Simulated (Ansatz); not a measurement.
The starting structures come from a database of crystals and need not be the phases stable at ambient conditions.

The decay constant κ of evanescent states in the gap governs leakage through a thin film.

Given:

```yaml
crystal:
  lattice:
    - [7.12302, 0.00000, 0.00000]
    - [-2.47404, 6.83718, 0.00000]
    - [-1.23702, 3.41859, 2.09896]
  atoms:
    - { symbol: Cs, position: [0.22636, 0.74212, 0.00000] }
    - { symbol: Cs, position: [0.77364, 0.25788, 0.00000] }
    - { symbol: O, position: [0.00000, 0.00000, 0.00000] }
```

Space group of this cell: R-3m. The cell is taken as given; by PBEsol its mean pressure is -1.0 GPa.

Transport runs along the normal of the first two printed cell vectors, the (110) plane of the conventional cell.

The gap is the functional's own, uncorrected, and κ follows it; spin-orbit coupling is left out. Mid-gap values are interpolated between the computed energies.

Task: Predict the band gap and the smallest decay constant κ at mid-gap from PBEsol (Ansatz, a program for electronic structure).

Result: Gap 0.94 eV on a 14×14×14 mesh; κ = 0.176 1/Å, at the zone centre.
